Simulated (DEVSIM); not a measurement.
Device: Schottky contact on n-type ZnO, at 300 K.

Layer 1 from the left is ZnO, thickness (μm) 1.80, Nd (cm⁻³) 3.3e15, τn (s) 4.4e-10, τp (s) 4.4e-10. Layer 2 from the left is ZnO, thickness (μm) 24.0, Nd (cm⁻³) 1.1e18, τn (s) 4.4e-10, τp (s) 4.4e-10.

Left contact: Schottky, work function 5.39 eV, emission velocity 6.3e6 cm/s. Right contact: ohmic. Voltage is applied to the left contact. Recombination: SRH at mid-gap, radiative. Mobility is μmin + (μ − μmin)/(1 + (N/Nref)^α).

Constants are typed, rounded textbook-type inputs, not results; the design itself was drawn at random and stands for no fabricated device. Values at 300 K.

ZnO: gap (eV) 3.37, affinity (eV) 4.5, permittivity 8.7, Nc (cm⁻³) 3.7e18, Nv (cm⁻³) 1.8e19, μn (cm²/Vs) 200, μp (cm²/Vs) 20, μn,min 20, μp,min 2, Nref,n 1e18, Nref,p 1e18, αn 0.6, αp 0.6, B (cm³/s) 1e-10.

DEVSIM, 1D drift-diffusion, Boltzmann statistics, complete ionisation; no tunnelling, impact ionisation, image-force lowering or self-heating. Metal contacts follow the ideal Schottky-Mott rule: no Fermi-level pinning, no interface dipoles.

Dark forward current:

```
|V| (V)  |J| (A/cm²)
-------  -----------
0.05        1.164e-8
0.10        9.005e-8
0.15        6.182e-7
0.20        4.164e-6
0.25        2.787e-5
0.30       0.0001855
0.35        0.001225
0.40        0.008006
0.45         0.05140
0.50          0.3173
0.55           1.749
0.60           7.160
0.65           19.06
0.70           36.37
0.75           57.02
0.80           79.71
0.85           103.7
0.90           128.6
0.95           154.2
1.00           180.2
1.05           206.7
1.10           233.5
1.15           260.5
1.20           287.8
1.25           315.3
1.30           342.9
```

Task: Work out the local ideality factor n = ΔV / (kT/q · ln(J2/J1)) between the rows 0.15 and 0.20 V, 1.25 and 1.30 V.

Result: kT/q = 25.85 mV. From 0.15 to 0.20 V: ln(4.164e-6/6.182e-7) = 1.907, n = 1.01, near the 1 of diffusion or emission over a barrier. From 1.25 to 1.30 V: ln(342.9/315.3) = 0.084, n = 23.05.

Task: Estimate the current at 0.30 V for emission alone, J0 = q v N_band exp(−φB/kT), and read the barrier back from the simulated current.

Result: φB = 0.890 eV, N_band = 3.70e18 cm⁻³, J0 = 4.17e-9 A/cm²; J = J0 (exp(qV/kT) − 1) = 0.000457 A/cm². The simulation gives 0.000186 A/cm²; the estimate lies 150 % above. Read backwards, the simulated current gives an apparent barrier of 0.913 eV. The estimate leaves out transport through the depletion region and minority injection.
